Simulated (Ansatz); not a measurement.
Ta on the Si site in silicon: one set of geometries, relaxed with PBE, evaluated in Ansatz (PAW, plane waves to 420 eV, 500 eV under r2SCAN) with PBE, r2SCAN.

Cell and caveats: 64-site cell; 2×2×2 shifted k-points; start: the Si site; charged states image-corrected; no spin–orbit coupling; energies good to tenths of an eV.

```tsv
quantity	PBE	r2SCAN
host gap (eV)	0.61	…
ε(0/−1) above the VBM (eV)	0.45	…
neutral formation energy against silicon, bcc Ta (eV)	3.47	…
largest moment on one atom at charge 0 (μB)	0.37	…
largest moment on one atom at charge −1 (μB)	0.63	…
```

### Question
Given the lower rungs, what does r2SCAN give?

### Answer

- host gap (eV), r2SCAN: 0.79
- ε(0/−1) above the VBM (eV), r2SCAN: 0.53
- neutral formation energy against silicon, bcc Ta (eV), r2SCAN: 3.41
- largest moment on one atom at charge 0 (μB), r2SCAN: 0.41
- largest moment on one atom at charge −1 (μB), r2SCAN: 0.71

Ansatz is an electronic-structure program.
